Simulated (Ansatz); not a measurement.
SiC: response to strain

Take SiC in the zinc blende structure (space group F-43m, No. 216; a = 4.329 Å) as the base. Axes: x, y, z lie along the cube axes.

Strains are applied to the cell and any free atomic positions relax.

Calculations: LDA in Ansatz (plane waves to 420 eV, PAW, no spin-orbit coupling).

Notes on the quantities. energy relative to the base: free energy F.

| case | smallest direct gap | energy relative to the base | shortest interatomic distance | band gap |
|---|---|---|---|---|
| base | 4.53 eV | 0 meV/atom | 1.875 Å | 1.30 eV |
| tensor shear ε_xy = +0.57 % | 4.42 eV | +1.0 meV/atom | 1.870 Å | 1.24 eV |
| tensor shear ε_xy = +0.86 % | 4.36 eV | +2.4 meV/atom | 1.868 Å | 1.20 eV |
| tensor shear ε_xy = +1.43 % | … | +6.5 meV/atom | 1.864 Å | 1.11 eV |
| tensor shear ε_xy = +1.71 % | 4.15 eV | +9.3 meV/atom | … | 1.06 eV |
| tensor shear ε_xy = +1.14 % | 4.30 eV | +4.1 meV/atom | 1.866 Å | … |
| tensor shear ε_xy = +2.00 % | 4.08 eV | … | 1.860 Å | 1.01 eV |
| tensor shear ε_xy = +0.29 % | 4.48 eV | +0.3 meV/atom | 1.872 Å | 1.27 eV |

Task: What belongs in the blanks?

Result: 
- tensor shear ε_xy = +1.43 %, smallest direct gap: 4.23 eV
- tensor shear ε_xy = +1.71 %, shortest interatomic distance: 1.862 Å
- tensor shear ε_xy = +1.14 %, band gap: 1.15 eV
- tensor shear ε_xy = +2.00 %, energy relative to the base: +13 meV/atom

Whether these cells are dynamically stable was not tested.

Ansatz is a first-principles code.
